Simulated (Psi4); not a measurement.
Psi4 1.11, HF/def2-svp, scf_type pk: C[SiH](C)C[SiH](F)F, 17 atoms. The geometry is a generated start, not checked to be a minimum at this level.

| Item | Value |
|---|---|
| task | energy |
| method | scf |
| basis | def2-svp |
| memory | 7 GB |
| e_convergence | 1e-08 |
| d_convergence | 1e-07 |
| guess | auto, which took SAD (default) |
| diis_max_vecs | 10 (default) |
| scf_initial_accelerator | adiis (default) |
| basis functions | 156 |

```xyz
17

Si     2.2401     0.1871     1.1678
F      2.9309    -0.3691     2.5054
F      3.2928    -0.2697     0.0539
C      0.6003    -0.6663     0.8551
Si    -0.3274    -0.0891    -0.7161
C     -1.7845    -1.2752    -1.0150
C     -0.9720     1.6750    -0.4165
H      2.2964     1.6278     1.2510
H     -0.0502    -0.5329     1.7194
H      0.7806    -1.7400     0.7758
H      0.5768    -0.1078    -1.8769
H     -2.3563    -0.9802    -1.8896
H     -1.4397    -2.2919    -1.1793
H     -2.4666    -1.2934    -0.1700
H     -1.6334     1.7165     0.4446
H     -1.5307     2.0392    -1.2726
H     -0.1571     2.3698    -0.2371
```

The reference run uses exact four-centre integrals (scf_type = pk). Single runs; times are not shown.

Settings tried, all else as in the reference:
- scf_type = cd, cholesky_tolerance = 0.001
- scf_type = cd, cholesky_tolerance = 1e-05
- scf_type = dfdirj+cosx, cosx_radial_points_final = 25, cosx_spherical_points_final = 50
- scf_type = dfdirj+snlink
- scf_type = cd, cholesky_tolerance = 0.01
- scf_type = dfdirj+cosx, cosx_radial_points_final = 75, cosx_spherical_points_final = 302
- scf_type = mem_df
- scf_type = dfdirj+link
- scf_type = cd, cholesky_tolerance = 1e-06
- scf_type = cd, cholesky_tolerance = 0.0001 (default)
- scf_type = dfdirj+cosx
- scf_type = dfdirj+cosx, cosx_radial_points_final = 50, cosx_spherical_points_final = 194

Task: Which settings reproduce the reference to 1.0 meV/atom in energy?

Result: Within it: scf_type = cd, cholesky_tolerance = 1e-06; scf_type = dfdirj+cosx, cosx_radial_points_final = 50, cosx_spherical_points_final = 194; scf_type = dfdirj+cosx, cosx_radial_points_final = 75, cosx_spherical_points_final = 302; scf_type = cd, cholesky_tolerance = 1e-05; scf_type = mem_df; scf_type = dfdirj+link; scf_type = dfdirj+snlink; scf_type = dfdirj+cosx. At the edge (between 0.75 and 1.33 times the tolerance): scf_type = cd, cholesky_tolerance = 0.0001 (default). Outside: scf_type = cd, cholesky_tolerance = 0.001; scf_type = dfdirj+cosx, cosx_radial_points_final = 25, cosx_spherical_points_final = 50; scf_type = cd, cholesky_tolerance = 0.01.

```csv
setting,energy against the reference
"scf_type = cd, cholesky_tolerance = 1e-06",+0.0021 meV/atom
"scf_type = dfdirj+cosx, cosx_radial_points_final = 50, cosx_spherical_points_final = 194",−0.019 meV/atom
"scf_type = dfdirj+cosx, cosx_radial_points_final = 75, cosx_spherical_points_final = 302",−0.023 meV/atom
"scf_type = cd, cholesky_tolerance = 1e-05",+0.030 meV/atom
scf_type = mem_df,+0.31 meV/atom
scf_type = dfdirj+link,−0.32 meV/atom
scf_type = dfdirj+snlink,−0.35 meV/atom
scf_type = dfdirj+cosx,−0.50 meV/atom
"scf_type = cd, cholesky_tolerance = 0.0001 (default)",−1.2 meV/atom
"scf_type = cd, cholesky_tolerance = 0.001",+4.3 meV/atom
"scf_type = dfdirj+cosx, cosx_radial_points_final = 25, cosx_spherical_points_final = 50",+22 meV/atom
"scf_type = cd, cholesky_tolerance = 0.01",+120 meV/atom
```

Total energies are compared; such shifts often cancel in part in energy differences. The DFDIRJ builders fit J, which adds its shift to that of exchange. Psi4 runs the final COSX grid once, on the density of the start grid. Also tried and not ranked: scf_type = direct (same energy as a listed run). The tolerance is a choice made for this comparison.
